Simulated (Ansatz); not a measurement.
**Mn3Si (Fm-3m, No. 225)**

Calculation: r²SCAN (PAW; Ansatz, a quantum-chemistry and plane-wave program).

Run with plane-wave cutoff 560 eV, 18×18×18 k mesh, Fermi–Dirac smearing 0.05 eV, spin-polarised start, scalar-relativistic PAW data made under PBE.

Cell (relaxed at this level):

```xyz
4
Lattice="0.0000 2.8251 2.8251 2.8251 0.0000 2.8251 2.8251 2.8251 0.0000" Properties=species:S:1:pos:R:3 pbc="T T T"
Mn     1.4126     1.4126     1.4126
Mn     4.2377     4.2377     4.2377
Mn     2.8251     2.8251     2.8251
Si     0.0000     0.0000     0.0000
```

```json
{
 "band_gap": "none",
 "bulk_modulus": "196 GPa"
}
```

Note: the magnetic order was assumed, not searched for or taken from measurement; the bulk modulus is −V dP/dV from two relaxed cells at ±2 % in volume.

The computed numbers hold no vibrational or temperature effects.
